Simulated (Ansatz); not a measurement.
We consider CsCl-type PdIn, described by PBEsol (Ansatz, a quantum-chemistry and plane-wave program, plane waves, PAW).

Run with plane-wave cutoff 500 eV, 18×12×1 k mesh (along the axes of the cell as run), Fermi–Dirac smearing 0.1 eV, scalar-relativistic PAW data made under PBE.

Q: Estimate the surface energy of the (110) face and work function of the (110) face that the calculation returns.

A: 
* **surface energy of the (110) face**: 0.95 J/m²
* **work function of the (110) face**: 4.62 eV

The slab of 12 atoms is relaxed and unreconstructed.

Spin–orbit coupling is not included.

The computed numbers hold no vibrational or temperature effects.

The result took very roughly 26 core-minutes.
